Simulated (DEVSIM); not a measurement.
Structure: Cr/Al2O3/n-Ge capacitor, at 300 K.

| layer (left to right) | material | thickness (nm) | Nd (cm⁻³) |
|---|---|---|---|
| 1 | Al2O3 | 4.20 | - |
| 2 | Ge | 2900 | 4.2e16 |

Metal gate on the left, work function 4.5 eV. Fixed charge at the semiconductor interface 1.9e11 cm⁻² (in units of +e); no interface traps.

Constants are typed, rounded textbook-type inputs, not results; the design itself was drawn at random and stands for no fabricated device. Values at 300 K.

| parameter | Al2O3 | Ge |
|---|---|---|
| gap (eV) | 6.8 | 0.664 |
| affinity (eV) | 1.35 | 4 |
| permittivity | 9 | 16 |
| Nc (cm⁻³) | - | 1.04e19 |
| Nv (cm⁻³) | - | 6e18 |

Model (solved in DEVSIM): 1D Poisson equation in equilibrium, Boltzmann statistics, complete ionisation; no quantum confinement or tunnelling. Metal contacts follow the ideal Schottky-Mott rule: no Fermi-level pinning, no interface dipoles.

The substrate doping was swept, all else fixed.

```tsv
substrate doping (cm^-3)	threshold voltage (band bending 2φF) (V)	minimum of the low-frequency capacitance (μF/cm²)	flat-band voltage (V)
2.1e15	0.02	0.0432	0.26
4.2e15	0.00	0.0537	0.28
8.4e15	-0.03	0.0685	0.30
2.1e16	-0.06	0.0970	0.32
4.2e16	-0.10	0.126	0.34
8.4e16	-0.14	0.164	0.36
```

From the first row to the last the threshold voltage (band bending 2φF) goes from 0.02 to -0.14. From the first row to the last the minimum of the low-frequency capacitance goes from 0.0432 to 0.164.
